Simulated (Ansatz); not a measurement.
## Hypothetical Fm-3m WTe2, response to strain

The parent structure is WTe$_{2}$ (space group Fm-3m, No. 225; a = 6.5720 Å; a hypothetical phase, not in the database extracts checked; relaxed with 0.1 eV smearing). Axes: x, y, z lie along the cube axes.

Strains are applied to the cell and any free atomic positions relax; under biaxial strain the out-of-plane vector relaxes too.

Computed with Ansatz (an electronic-structure program), PBEsol, PAW, cutoff 420 eV, no spin-orbit coupling.

Notes on the quantities. energy relative to the base: free energy F; pressure: mean of the normal stresses, compression positive.

```csv
change,shortest interatomic distance,energy relative to the base,pressure
base,2.846 Å,0 meV/atom,0.0 GPa
"biaxial strain −2.02 %, plane normal [001], relaxed out of plane",2.826 Å,+10 meV/atom,2.4 GPa
"biaxial strain −0.34 %, plane normal [110], relaxed out of plane",2.839 Å,+0.2 meV/atom,0.3 GPa
"biaxial strain +0.90 %, plane normal [110], relaxed out of plane",2.840 Å,+1.3 meV/atom,-0.6 GPa
"biaxial strain −2.68 %, plane normal [111], relaxed out of plane",2.803 Å,+14 meV/atom,2.6 GPa
isotropic strain −1.29 %,2.809 Å,+13 meV/atom,4.7 GPa
isotropic strain +2.18 %,2.908 Å,+32 meV/atom,-6.1 GPa
uniaxial strain ε_yy = +2.58 %,2.870 Å,+7.9 meV/atom,-2.7 GPa
uniaxial strain ε_yy = +4.45 %,2.889 Å,+24 meV/atom,-4.4 GPa
tensor shear ε_xz = −1.68 %,2.827 Å,+1.8 meV/atom,0.0 GPa
```

A biaxial case was relaxed in a doubled cell and then solved in the primitive one. Stability against distortions was not tested. All final runs are without spin polarisation. WTe2 has a high density of states at the Fermi level and may be magnetic at this level.
